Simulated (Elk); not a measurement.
Band structure of Bi (R-3m, 2 atoms in the cell).

```yaml
crystal:
  lattice:
    - [4.22706, -2.30844, 0.00000]
    - [4.22706, 2.30844, 0.00000]
    - [2.96639, 0.00000, 3.79440]
  atoms:
    - { symbol: Bi, position: [0.23400, 0.23400, 0.23400] }
    - { symbol: Bi, position: [0.76600, 0.76600, 0.76600] }
```

Computed with PBE, all-electron FP-LAPW, Elk's shipped species files, default APW+lo basis run with Elk.

Settings: xctype = 20; stype = 0; swidth = 0.00999582 Ha; ngridk = 9 9 9; maxscl = 100.

The starting cell has typed, rounded lattice constants, without a prior relaxation at this level. Its lattice was rescaled by a random factor within 2.5 % of one. Spin-orbit coupling is off. Values depend on the basis (sphere radii, cutoffs, local orbitals), which need not be converged.

Levels in eV from the Fermi level, bands 12 to 19:
```csv
point,12,13,14,15,16,17,18,19
B,-10.15,-3.87,-3.78,-0.45,0.72,4.85,4.86,5.89
Z,-9.83,-0.97,-0.60,-0.60,0.65,0.66,0.66,6.94
Γ,-7.67,-1.41,-1.18,-1.18,2.39,2.83,2.83,5.63
X,-10.18,-4.14,-2.39,-2.34,2.79,2.92,4.73,5.56
```

No band crosses the Fermi level by more than 0.03 eV along this path.
